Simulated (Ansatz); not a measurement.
Start from MgS in the rock salt structure (space group Fm-3m, No. 225; a = 5.182 Å).

Now apply this change: every lattice vector is stretched by 1.06 %, atoms relaxed at fixed cell.

Levels (all Ansatz, a program for electronic structure, PAW): PBEsol (420 eV, no spin-orbit coupling); r2SCAN (500 eV, no spin-orbit coupling); HSE06 (420 eV, no spin-orbit coupling).

At the geometry relaxed with PBEsol, these levels gave the following band gaps, in shuffled order: (a) 3.76 eV, (b) 2.66 eV, (c) 3.42 eV.

### Question
Match each gap to its level.

### Answer
(a) HSE06; (b) PBEsol; (c) r2SCAN.

Single points use the geometry relaxed with PBEsol. HSE06 gaps are upper bounds (no full band path). The cells carry an imposed strain or load. Stability against distortions was not tested.
